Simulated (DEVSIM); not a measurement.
System: illuminated Si n-on-p cell, one wavelength, at 300 K.

Layer 1 from the left is Si, thickness (μm) 0.550, Nd (cm⁻³) 1.4e18, τn (s) 8.6e-5, τp (s) 2.1e-5, absorption coefficient (cm⁻¹) 46000. Layer 2 from the left is Si, thickness (μm) 45.0, Na (cm⁻³) 7.4e14, τn (s) 0.00091, τp (s) 0.00091, absorption coefficient (cm⁻¹) 46000.

Left contact: ohmic, minority hole recombination velocity 300 cm/s. Right contact: ohmic, minority electron recombination velocity 20000 cm/s. Voltage is applied to the left contact. Recombination: SRH at mid-gap, radiative, Auger. Light enters at the left, 4.1e17 photons cm⁻² s⁻¹, one pass, no reflection. Mobility is μmin + (μ − μmin)/(1 + (N/Nref)^α).

The device is made up for the run: typed textbook-type constants, with dimensions and the other settings drawn at random. Values at 300 K.

Si: gap (eV) 1.124, affinity (eV) 4.05, permittivity 11.7, Nc (cm⁻³) 2.86e19, Nv (cm⁻³) 3.1e19, μn (cm²/Vs) 1417, μp (cm²/Vs) 470, μn,min 52, μp,min 45, Nref,n 9.7e16, Nref,p 2.2e17, αn 0.68, αp 0.72, B (cm³/s) 4.7e-15, Cn (cm⁶/s) 2.8e-31, Cp (cm⁶/s) 9.9e-32.

Model (solved in DEVSIM): 1D drift-diffusion, Boltzmann statistics, complete ionisation; no tunnelling, impact ionisation, image-force lowering or self-heating.

**Question.** What does the simulation give for the dark forward voltage at 100 A/cm², the largest field in the device at zero bias, the dark forward voltage at 1 A/cm²?

**Answer.** dark forward voltage at 100 A/cm² 0.789 V; largest field in the device at zero bias 65000 V/cm; dark forward voltage at 1 A/cm² 0.597 V.
